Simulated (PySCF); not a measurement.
PySCF 2.14.0, PBE/def2-svp, df: Cl[Si](Cl)(Cl)/C=[CH]/[GeH3], 12 atoms. The geometry is a generated start, not checked to be a minimum at this level.

```json
{
 "task": "energy",
 "method": "pbe",
 "basis": "def2-svp",
 "two_electron_scheme": "density fitting",
 "mol.max_memory": "3000 MB",
 "mf.max_cycle": "100",
 "mf.init_guess": "minao (default)",
 "mf.DIIS": "CDIIS (default)",
 "mf.diis_space": "8 (default)",
 "mf.conv_tol": "1e-09 (default)",
 "mf.grids.level": "3 (default)",
 "basis_functions": "157",
 "grid_points": "173736"
}
```

```xyz
12

Si    -2.3118     0.0181     0.0386
Cl    -3.1380    -1.4627    -1.0675
Cl    -3.2717     1.7527    -0.3633
Cl    -2.5236    -0.4269     1.9975
C     -0.4813     0.1927    -0.3834
C      0.5265    -0.1770     0.4039
Ge     2.4063    -0.0076    -0.0720
H     -0.2425     0.6185    -1.3530
H      0.3056    -0.6003     1.3763
H      3.1310     0.8301     0.9303
H      2.5377     0.6125    -1.4221
H      3.0617    -1.3500    -0.0853
```

One run each on 2 threads, 1 BLAS thread. Values of level_shift (Hartree) tried: 0 (default), 0.1, 0.3, 1.

Task: How does the count of Fock builds change with level_shift (Hartree), and where is it least?

Result: Fewest Fock builds, within one of each other: 0 (default) with 13, 0.1 with 12. The count rises to 36 at 1. All converge to one solution.

```json
[
 {"level_shift (Hartree)": "0 (default)", "Fock builds": "13", "end": "same solution"},
 {"level_shift (Hartree)": "0.1", "Fock builds": "12", "end": "same solution"},
 {"level_shift (Hartree)": "0.3", "Fock builds": "14", "end": "same solution"},
 {"level_shift (Hartree)": "1", "Fock builds": "36", "end": "same solution"}
]
```
